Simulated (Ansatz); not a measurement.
**InSb: strain tensor (xx, yy, zz, yz, xz, xy) = (+0.55, −2.20, +0.12, +1.11, −0.99, −0.14) %**

The reference is InSb in the zinc blende structure (space group F-43m, No. 216; a = 6.557 Å). Axes: x, y, z lie along the cube axes.

The change: the symmetric strain tensor [0.0055 -0.0014 -0.0099; -0.0014 -0.0220 0.0111; -0.0099 0.0111 0.0012]; the atoms relax in the strained cell.

Level of theory: r2SCAN (Ansatz, an electronic-structure program; PAW; 500 eV plane waves; spin-orbit coupling left out), earlier PAW set. Settings: 12×12×12 k-points, 0.05 eV Fermi–Dirac smearing.

The volume per atom drops by 0.55 Å³ (35.24 Å³ → 34.69 Å³) and the energy rises by 5.5 meV/atom. The band gap goes from zero to 0.07 eV and the gap character amounts to indirect, Γ–Z (10 % along) → Γ. The valley order (the lowest conduction-band minima on the path, energy above the VBM, named in the base's zone) goes from Γ 0.02 eV; L along ⟨111⟩ 0.77 eV; a point along ⟨100⟩, about 0.8 Å⁻¹ from Γ 1.48 eV to Γ 0.07 eV; L along [1-11] 0.54 eV; L along [11-1] 0.69 eV; L along [111] 0.69 eV and the largest internal atomic displacement comes out as 0.016 Å. The stress (xx, yy, zz, yz, xz, xy; compression positive) comes out as (0.4, 1.2, 0.5, -0.7, 0.6, 0.1) GPa (rough).

Without a gap, meshes like the base's 12×12×12 leave anisotropic stresses uncertain by several tenths of a GPa, and small strain energies with them. With Sb present, leaving out spin-orbit coupling can change the band edges. Whether these cells are dynamically stable was not tested. The final runs are not spin-polarised. Gaps under 0.05 eV, about the width of the smearing, are given as zero. A zero or small gap of InSb can be the functional's error rather than a property of the material. Labels are those of the standard path for the cell's own space group.
